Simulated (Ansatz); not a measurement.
Input and output of a self-consistent single point for Si2Ag (I4/mmm, 3 atoms in the cell) (Ansatz, a program for electronic structure).

Method: PBE (plane waves, PAW; Ansatz).

The change in words: lattice scaled by 0.97; basis.ecutwfc: 420 eV → 250 eV. Reference geometry:
```xyz
3
Lattice="-1.6105 1.6105 3.9418 1.6105 -1.6105 3.9418 1.6105 1.6105 -3.9418" Properties=species:S:1:pos:R:3 pbc="T T T"
Ag     0.0000     0.0000     0.0000
Si     0.0000     0.0000     2.6434
Si     0.0000     0.0000     5.2402
```

Reference input (self-consistent single point, DFT, PBE, plane waves, default PAW files): basis.ecutwfc = 420 eV; kpoints.mp_grid.grid = 10 10 10; kpoints.mp_grid.shift = 0.5 0.5 0.5; hamiltonian.xc = pbe; hamiltonian.pseudopotentials = {kind: paw} (the program's default PAW files); scf.occupations.method = methfessel_paxton; scf.occupations.width = 0.1 eV. This run's input differs from it in these lines:

Ansatz 0.2 input:
```diff
@@ -2,5 +2,5 @@
   lattice:
-    - [-1.61050300, 1.61050300, 3.94177600]
-    - [1.61050300, -1.61050300, 3.94177600]
-    - [1.61050300, 1.61050300, -3.94177600]
+    - [-1.56218800, 1.56218800, 3.82352300]
+    - [1.56218800, -1.56218800, 3.82352300]
+    - [1.56218800, 1.56218800, -3.82352300]
   atoms:
@@ -10,3 +10,3 @@
 basis:
-  ecutwfc: 420.0
+  ecutwfc: 250.0
 kpoints:
```

Output, abridged:

```
SCF iter   1: F=—  HF=-8857.388440 eV  |F-HF|=—  |Δ(HF+E_count)|=         —  Δρ=2.50e-2  dr2=9.03e-2  ethr=1.77e-3  ⟨swp⟩=5.1  Hψ=8179  notcnv=0
all-band conjugate gradients solve this SCF's bands
preconditioner: auto → Kerker (q_TF=auto, 2.585 Å⁻¹)
SCF iter   2: F=—  HF=-8857.353850 eV  |F-HF|=—  |Δ(HF+E_count)|=   3.46e-2  S|Δr|=    0.00e0  Δρ=8.88e-3  dr2=1.03e-2  ethr=3.34e-4  ⟨swp⟩=2.2  Hψ=4118  notcnv=0  defer=26
   [... lines left out ...]
SCF iter   6: F=—  HF=-8857.354882 eV  |F-HF|=—  |Δ(HF+E_count)|=   1.07e-4  S|Δr|=    0.00e0  Δρ=2.59e-5  dr2=8.35e-8  ethr=3.70e-10  ⟨swp⟩=4.8  Hψ=8265  notcnv=0
SCF iter   7: F=-8857.354882 eV  HF=-8857.354882 eV  |F-HF|=5.09e-11  |Δ(HF+E_count)|=   5.09e-8  S|Δr|=    0.00e0  Δρ=2.36e-6  dr2=1.03e-9  ethr=3.09e-10  ⟨swp⟩=2.0  Hψ=5838  notcnv=0
the search or the solves at the SCF's close seem to have found levels that the self-consistency loop had missed (the run counts 1) …
SCF 1 converged in 7 iterations: F = -8857.354882 eV  dr2 = 1.03e-9
Stability not checked (fill_not_monotonic)
Free energy (F): -8857.354882 eV
Internal energy: -8857.355046 eV  (E = F + TS)
E sigma→0 (E₀):  -8857.354923 eV
Entropy (-TS):   0.000164 eV (0.055 meV/atom)
Fermi energy:    17.751234 eV
--- Forces (eV/Å), atoms counted from 1 ---
  atom   1  Ag    -0.00000000     0.00000000     0.00000000
  atom   2  Si     0.00000000    -0.00000000    -1.50422011
  atom   3  Si     0.00000000    -0.00000000     1.50422011
--- Stress (GPa, compression-positive) ---
       55.851301      -0.000000       0.000000
       -0.000000      55.851301       0.000000
        0.000000      -0.000000      51.889557
  P = ⅓ Tr σ = 54.5307 GPa (545.307 kbar)
  The stress holds the Pulay correction. Without it, at fixed plane waves, as pw.x and ABINIT print it: P = 11.0709 GPa
```

The run converged in 7 iterations. Against the reference run the free energy rises by 808 meV/atom, the pressure goes from 30.80 to 54.53 GPa and the largest force goes from 1.154 to 1.504 eV/Å.

The starting cell was generated: these elements placed on a structure prototype, without a prior relaxation; it need not be a known phase or ordering of this composition. Its lattice was rescaled by a random factor within 2.5 % of one. For this run, on top of that: lattice scaled by 0.97. Forces in this geometry exceed 1 eV/Å. Ansatz's pressure includes its estimate of the finite-basis (Pulay) stress. Without the estimate this run gives 11.07 GPa. The cutoff lies below the one recommended for these files.
